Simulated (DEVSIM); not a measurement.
Structure: Schottky contact on n-type GaN, at 300 K.

Layer 1 from the left is GaN, thickness (μm) 1.70, Nd (cm⁻³) 1.6e15, τn (s) 1.5e-9, τp (s) 1.5e-9.

Left contact: Schottky, work function 5 eV, emission velocity 7.8e6 cm/s. Right contact: ohmic. Voltage is applied to the left contact. Recombination: SRH at mid-gap, radiative. Mobility is constant in doping.

Constants are typed, rounded textbook-type inputs, not results; the design itself was drawn at random and stands for no fabricated device. Values at 300 K.

GaN: gap (eV) 3.43, affinity (eV) 4.1, permittivity 9.5, Nc (cm⁻³) 2.3e18, Nv (cm⁻³) 4.6e19, μn (cm²/Vs) 1200, μp (cm²/Vs) 100, B (cm³/s) 1e-11.

Model (solved in DEVSIM): 1D drift-diffusion, Boltzmann statistics, complete ionisation; no tunnelling, impact ionisation, image-force lowering or self-heating. Metal contacts follow the ideal Schottky-Mott rule: no Fermi-level pinning, no interface dipoles.

Dark forward current:

| |V| (V) | |J| (A/cm²) |
|---|---|
| 0.05 | 9.664e-9 |
| 0.10 | 7.568e-8 |
| 0.15 | 5.265e-7 |
| 0.20 | 3.600e-6 |
| 0.25 | 2.450e-5 |
| 0.30 | 0.0001662 |
| 0.35 | 0.001123 |
| 0.40 | 0.007541 |
| 0.45 | 0.05015 |
| 0.50 | 0.3269 |
| 0.55 | 2.018 |
| 0.60 | 10.47 |
| 0.65 | 36.88 |
| 0.70 | 84.93 |
| 0.75 | 148.0 |
| 0.80 | 219.9 |
| 0.85 | 297.2 |
| 0.90 | 378.0 |
| 0.95 | 461.0 |
| 1.00 | 545.7 |
| 1.05 | 631.7 |
| 1.10 | 718.5 |
| 1.15 | 806.0 |
| 1.20 | 894.1 |
| 1.25 | 982.6 |
| 1.30 | 1071 |

Work out the local ideality factor n = ΔV / (kT/q · ln(J2/J1)) between the rows 0.15 and 0.20 V, 1.25 and 1.30 V.

kT/q = 25.85 mV. From 0.15 to 0.20 V: ln(3.600e-6/5.265e-7) = 1.922, n = 1.01, near the 1 of diffusion or emission over a barrier. From 1.25 to 1.30 V: ln(1071/982.6) = 0.086, n = 22.45; the layers' resistance at their doping, Σ W/(qμN) = 0.00055 Ω cm², would take 49 mV of this step of 50 mV.

Estimate the current at 0.30 V for emission alone, J0 = q v N_band exp(−φB/kT), and read the barrier back from the simulated current.

φB = 0.900 eV, N_band = 2.30e18 cm⁻³, J0 = 2.18e-9 A/cm²; J = J0 (exp(qV/kT) − 1) = 0.000239 A/cm². The simulation gives 0.000166 A/cm²; the estimate lies 44 % above. Read backwards, the simulated current gives an apparent barrier of 0.909 eV. The estimate leaves out transport through the depletion region and minority injection.
